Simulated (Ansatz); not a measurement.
We consider stishovite (SiO2), described by Hartree–Fock (plane waves, PAW; Ansatz, a program for electronic structure).

Numerical settings: plane-wave cutoff 460 eV, 6×6×8 k mesh (along the axes of the cell as run), Fermi–Dirac smearing 0.01 eV, scalar-relativistic PAW data made under PBE.

Cell (measured lattice):

```yaml
crystal:
  lattice:
    - [4.17900, 0.00000, 0.00000]
    - [0.00000, 4.17900, 0.00000]
    - [0.00000, 0.00000, 2.66490]
  atoms:
    - { symbol: Si, position: [0.00000, 0.00000, 0.00000] }
    - { symbol: Si, position: [0.50000, 0.50000, 0.50000] }
    - { symbol: O, position: [0.30566, 0.30566, 0.00000] }
    - { symbol: O, position: [0.80566, 0.19434, 0.50000] }
    - { symbol: O, position: [0.19434, 0.80566, 0.50000] }
    - { symbol: O, position: [0.69434, 0.69434, 0.00000] }
```

Q: Give the computed band gap.

A: 
band gap: 17.99 eV (on the SCF k mesh) (direct)

Note: cell and atoms aren't relaxed at this level (largest force component 0.25 eV/Å, pressure -9.4 GPa).

Computed values are for the static lattice.

The result took around 2.2 core-minutes (rough).
